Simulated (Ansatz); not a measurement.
We consider fluorite HfO₂ (high-temperature phase), described by PBE0 (Ansatz, an electronic-structure program, plane waves, PAW).

Settings: plane-wave cutoff 460 eV, 8×8×8 k mesh, Fermi–Dirac smearing 0.01 eV, scalar-relativistic PAW data made under PBE.

Results at a series of volumes:

| V (Å³/atom) | E − E_lowest (meV/atom) | P (GPa) |
|---|---|---|
| 10.237 | 24.83 | 15.50 |
| 10.507 | 5.86 | 7.24 |
| 10.744 | 0.00 | 0.80 |
| 11.045 | 5.42 | -6.40 |
| 11.315 | 21.01 | -12.01 |

Estimate the bulk modulus from the pressures at 10.507 and 11.045 Å³/atom, and compare it with a fit to all energies.

B = −V dP/dV. Between V = 10.507 and 11.045 Å³/atom, dP/dV = (-6.40 − (7.24))/(11.045 − 10.507) = -25.4 GPa per Å³/atom; at the midpoint 10.776 Å³/atom this gives B ≈ 273 GPa. The third-order Birch–Murnaghan fit gives V0 = 10.775 Å³/atom, B0 = 272 GPa, B′ = 4.1, which lies within 1 % of that estimate.

Measured, for comparison: bulk modulus 242 ± 16 GPa (room temperature, not corrected to a static lattice, nanocrystalline cubic HfO2, second-order Birch-Murnaghan; as tabulated in High-pressure structural stability, equation of state, and thermal expansion …). Computed (rounded) less measured: bulk modulus +12 %.

Note: symmetry holds this phase in the static calculation, where it need not be a minimum; held by symmetry at 0 K, a high-temperature phase can be a saddle point.

Spin–orbit coupling is not included.
